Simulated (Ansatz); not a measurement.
MgTl (Pm-3m), PBEsol, DFPT electron-phonon coupling, linearised Boltzmann equation (Ansatz, a program for electronic structure): phonon-limited resistivity 9.29 μΩ·cm at 300 K, 12.4 μΩ·cm at 400 K, current-weighted mean free path 10.2 nm.

Estimate the electronic thermal conductivity at 300 K by the Wiedemann-Franz law (L₀ = 2.44×10⁻⁸ W·Ω/K²).

L₀T/ρ = 2.44×10⁻⁸ × 300/(9.29×10⁻⁸) = 78.8 W/(m·K). Inelastic scattering puts the true Lorenz number somewhat under L₀ near and below the Debye temperature.

What is the classical skin depth at 100 GHz (nonmagnetic, μ₀ = 1.257×10⁻⁶ H/m)?

δ = √(ρ/(π f μ₀)) = 485 nm.

What temperature coefficient of resistance follows, and how does it compare with 1/T?

(ρ₄₀₀ − ρ₃₀₀)/(100 K × ρ₃₀₀) = 3.35×10⁻³ K⁻¹, against 1/T = 3.33×10⁻³ K⁻¹ for a resistivity proportional to T. Impurities would add a constant and lower it.

A metal at this level (no band gap). Only scattering by harmonic phonons is included (no impurities, grain boundaries, electron-electron scattering or thermal expansion). Spin-orbit coupling is left out, which matters with elements this heavy. The squared frequency of the phonon mode least converged on the k mesh is uncertain by about 14 %. The run warned that the eigensolver left some states short of its tolerance. Halving the electron mesh (24x24x24) moves the resistivity by up to 12 % at 300 K, the mean free path by up to 4 %. Smearing 0.20 eV; phonons on a 4x4x4 q mesh, which this run doesn't test.

Formula and space group known from diffraction (Crystallography Open Database), not checked to be the room-temperature form: MgTl (Pm-3m).
